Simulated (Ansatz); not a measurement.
For SiO2 (model structure, started from the CdI2 type, P-3m1, No. 164, 3 atoms in the cell), PBE (Ansatz, a program for electronic structure, PAW) gives:

```
Property                                 Value
------------------------------  --------------
equilibrium lattice constant a         2.698 Å
c axis length                          5.618 Å
formation enthalpy              -2.467 eV/atom
```

**Question.** What does PBE-D3(BJ) in Ansatz (PAW) give for the same quantities?

**Answer.** 
- lattice constant a: 2.686 Å (falls by 0.4 %)
- lattice parameter c: 4.604 Å (decreases by 18 %)
- formation enthalpy: -2.534 eV/atom (moves by -0.067 eV/atom)

Changes are worked out from the printed values.

Unless a cell is named, each level is at its own relaxed cell (PBE 11.81, PBE-D3(BJ) 9.59 Å³/atom).

Ansatz's density-functional and Hartree–Fock values are scalar-relativistic unless marked +SOC, with PAW data made under PBE.

A model structure was made by putting elements into a prototype or built by hand; it is no filed structure, need not be a known phase, and can be a saddle point held by its symmetry.
